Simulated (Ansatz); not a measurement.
Data:

```yaml
crystal:
  lattice:
    - [4.24809, 0.00000, 0.00000]
    - [2.12405, 3.67896, 0.00000]
    - [2.12405, -1.22632, 1.68853]
  atoms:
    - { symbol: Al, position: [0.00000, 0.50000, 0.50000] }
    - { symbol: Ru, position: [0.00000, 0.00000, 0.00000] }
```

No spin polarisation.

Method: LDA in Ansatz (plane waves to 420 eV, PAW, no spin-orbit coupling). Settings: 19×19×19 k-points, 0.1 eV Fermi–Dirac smearing.

### Question
Predict the band gap, pressure and space group.

### Answer
Band gap: zero
Pressure (mean of the normal stresses, compression positive): -4.9 GPa
Space group: R-3m (No. 166)

The cells carry an imposed strain or load. Stability against distortions was not tested. All final runs are without spin polarisation. The cell was made from AlRu in the CsCl type structure (space group Pm-3m, No. 221) by this change: biaxial strain +1.67 %, plane normal [111], relaxed out of plane.

Ansatz is a first-principles code.
